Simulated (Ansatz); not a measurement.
The reference is KI in the rock salt structure (space group Fm-3m, No. 225; a = 7.006 Å). Axes: x, y, z lie along the cube axes.

All numbers come from PBEsol/PAW in Ansatz (an electronic-structure program), no SOC.

Before the change:

The valley order comes out as Γ 3.87 eV; X along ⟨100⟩ 4.79 eV.

One thing is altered: biaxial strain +0.83 %, plane normal [111], relaxed out of plane (Cartesian); in-plane vectors clamped, the third vector and the atoms free.

Problem. How does this affect the ratio −ε⊥/ε∥, in-plane stress and valley order?

Solution. The ratio −ε⊥/ε∥ is 1.13; the mean in-plane stress (compression positive) amounts to -0.1 GPa; the valley order (the lowest conduction-band minima on the path, energy above the VBM, named in the base's zone) goes from Γ 3.87 eV; X along ⟨100⟩ 4.79 eV to Γ 3.83 eV; X along [001] 4.77 eV.

With I present, leaving out spin-orbit coupling can change the band edges. The levels and masses belong to the bands next to the band gap. Whether these cells are dynamically stable was not tested.
